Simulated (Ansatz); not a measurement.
# SrSnSe₃ in the cubic perovskite structure (space group Pm-3m, No. 221; a hypothetical phase, not in the database extracts checked)

```xyz
5
Lattice="5.2404 0.0000 0.0000 0.0000 5.2404 0.0000 0.0000 0.0000 5.2404" Properties=species:S:1:pos:R:3 pbc="T T T"
Sr     0.0000     0.0000     0.0000
Sn     2.6202     2.6202     2.6202
Se     0.0000     2.6202     2.6202
Se     2.6202     2.6202     0.0000
Se     2.6202     0.0000     2.6202
```

Computed with PBEsol (Ansatz, a first-principles code), without spin-orbit coupling. Settings: 9×9×9 k-points, 0.05 eV Fermi–Dirac smearing.

* **Volume per atom**: 28.78 Å³
* **Density**: 5.11 g/cm³
* **Band gap**: zero
* **Total energy**: -5143.628 eV/atom (σ→0; compares only within this code and set-up)

Stability against distortions was not tested. The final runs are not spin-polarised. Many cubic perovskites are stable only at high temperature; tilts and polar distortions were not tested.
